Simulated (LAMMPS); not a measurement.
MD of Si (diamond structure) at zero pressure, 1000 atoms, as a liquid; each row is its own run.

Computed with classical MD, pair style meam/spline, file Si_1.meam.spline; code LAMMPS.

```
T (K)  viscosity (mPa s)
-----  -----------------
930                 7.59
1180                2.58
1690                1.03
2700               0.665
```

Fit an Arrhenius law, ln y = a + b / x, to these rows (x is the first column, y the second) and predict the run at x = 1350.

Least squares gives a = -1.8561 and b = 3474. The slope times kB gives an activation energy of 0.30 eV. At x = 1350 the fit predicts 2.05 mPa s. The run itself gave 1.8 ± 0.2 mPa s, so the fit is 13 % high.

Caution (rows 930; 1180; 1350): this liquid lies under the measured melting point of 1687 K, so it is undercooled or the potential melts low.

Caution: a run this short can hold a crystal over, or a liquid under, the potential's own melting point, which these runs don't give.
